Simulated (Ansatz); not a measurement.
Ni in the fcc (Cu type) structure (space group Fm-3m, No. 225; ferromagnetic)

```yaml
crystal:
  lattice:
    - [0.00000, 1.75938, 1.75938]
    - [1.75938, 0.00000, 1.75938]
    - [1.75938, 1.75938, 0.00000]
  atoms:
    - { symbol: Ni, position: [0.00000, 0.00000, 0.00000] }
```

Method: PBE/PAW in Ansatz (a first-principles code), no spin-orbit coupling, earlier PAW set. k-mesh 23×23×23 (Γ-centred); smearing 0.05 eV (Fermi–Dirac).

```yaml
volume_per_atom: 10.89 Å³
density: 8.95 g/cm³
band_gap: zero
magnetic_state: ferromagnetic
total_energy: -5839.724 eV/atom (σ→0; compares only within this code and set-up)
```

Other magnetic orders, which the real material may have, were not ruled out. No phonon test of stability was made.
